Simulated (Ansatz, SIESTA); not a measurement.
# One structure in several programs: SiNi (P1, 8 atoms in the cell)

Self-consistent single point, at a second geometry (atoms moved at random). First geometry:

```
SiNi
1.0
    4.48658     0.00000     0.00000
    0.00000     4.48658     0.00000
    0.00000     0.00000     4.48658
Si Ni
4 4
Direct
  0.65317   0.15317   0.34683
  0.84683   0.84683   0.84683
  0.15317   0.34683   0.65317
  0.34683   0.65317   0.15317
  0.35050   0.85050   0.64950
  0.14950   0.14950   0.14950
  0.85050   0.64950   0.35050
  0.64950   0.35050   0.85050
```

Second geometry:
```
CELL_PARAMETERS angstrom
      4.48658     0.00000     0.00000
      0.00000     4.48658     0.00000
      0.00000     0.00000     4.48658
ATOMIC_POSITIONS crystal
  Si 0.65715 0.14505 0.35062
  Si 0.85479 0.84594 0.83773
  Si 0.16251 0.34947 0.63958
  Si 0.33666 0.65390 0.14745
  Ni 0.34863 0.85057 0.66034
  Ni 0.14463 0.14887 0.14443
  Ni 0.83547 0.66341 0.35353
  Ni 0.66016 0.34281 0.86631
```

Shared settings, as Ansatz (a first-principles code) writes them: kpoints.mp_grid.grid = 8 8 8; scf.occupations.method = gaussian; scf.occupations.width = 0.2 eV. Potentials and cutoffs stand in the table.

```csv
code,model,ΔF from the first geometry (meV/atom),pressure (GPa),largest force (eV/Å),cutoff
Ansatz,"PBEsol, PAW files made with PBE",14.1,-1.87,0.710,420 eV
SIESTA,"GGA PBEsol, numerical atomic orbitals TZP, PseudoDojo PBEsol standard norm-conserving potentials (rewritten from UPF to PSML)",15.5,-3.69,0.757,grid 350 Ry
```

Size of the force on each atom (eV/Å): Sizes of forces hide their directions.

```csv
code,Si1,Si2,Si3,Si4,Ni5,Ni6,Ni7,Ni8
Ansatz,0.563,0.545,0.368,0.343,0.535,0.288,0.710,0.504
SIESTA,0.659,0.621,0.448,0.392,0.549,0.360,0.757,0.587
```

On Ansatz's run: spin polarisation is off.

The spread over the programs that give each value: ΔF from the first geometry within 1.4 meV/atom; pressure within 1.82 GPa; largest force within 0.047 eV/Å.

SIESTA uses small atom-centred bases, whose incompleteness enters pressures, forces and empty levels differently from a plane-wave cutoff. Ansatz's pressure is given at a fixed set of plane waves, as the other plane-wave codes print theirs; with its correction for the finite basis it is -1.83 GPa.

The starting cell comes from a database of computed structures (which also holds hypothetical and non-ambient phases and stackings), without a prior relaxation at this level. Its lattice was rescaled by a random factor within 2.5 % of one. For this run, on top of that: atoms moved at random.

Keys are those of Ansatz 0.2.
